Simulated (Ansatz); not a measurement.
Base system: HgTe in the zinc blende structure (space group F-43m, No. 216; a = 6.6507 Å). Axes: x, y, z lie along the cube axes.

Method: PBE, PAW, 420 eV (Ansatz, a quantum-chemistry and plane-wave program; no spin-orbit coupling).

Now apply this change: the cell is scaled by 0.9900 in all directions, atoms relaxed at fixed cell.

Problem. Predict the stress tensor and what it implies for the stiffness.

Solution. Stress of the strained cell less that of the base (GPa, compression positive):
```
    1.1     0.0     0.0
    0.0     1.1     0.0
    0.0     0.0     1.1
```

Then B = −ΔP/(ΔV/V₀) with ΔV/V₀ = -0.0297 gives secant stiffness values (nonlinear terms included at this strain): B ≈ 38 GPa.

No phonon test of stability was made. All final runs are without spin polarisation.
